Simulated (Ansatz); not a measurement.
Consider BN in the zinc blende structure (space group F-43m, No. 216; a = 3.605 Å). Axes: x, y, z lie along the cube axes.

One thing is altered: tensile biaxial strain of 1.84 % in the plane normal to [001], as in epitaxy on a mismatched substrate; the out-of-plane cell vector and the atoms relax.

Levels (all Ansatz, an electronic-structure program, PAW, earlier PAW set): PBEsol (420 eV, no spin-orbit coupling); PBEsol+SOC (420 eV, spin-orbit coupling included).

The geometry is relaxed with PBEsol.

| Property | Result |
|---|---|
| PBEsol pressure | -10.22 GPa |
| PBEsol smallest direct gap | 8.39 eV |
| PBEsol valence-band top at Γ | 0.00, -0.25, -0.25 eV |
| PBEsol electron mass | 0.86 mₑ along k, 0.30 mₑ across (at M) |

With PBEsol+SOC at the same geometry, the pressure is nearly the same (-10.22 GPa against -10.23 GPa); the smallest direct gap stays 8.39 eV; the valence-band top at Γ (three highest Kramers pairs, from the VBM) becomes 0.00, -0.24, -0.26 eV (PBEsol: 0.00, -0.25, -0.25 eV); the electron mass is still 0.86 mₑ along k, 0.30 mₑ across (at M).

Single points use the geometry relaxed with PBEsol. Differences between runs with and without spin-orbit coupling are approximate. Effective masses come from finite differences of ±0.01 Å⁻¹. Along k means along the line from Γ to the band edge. Stability against distortions was not tested.
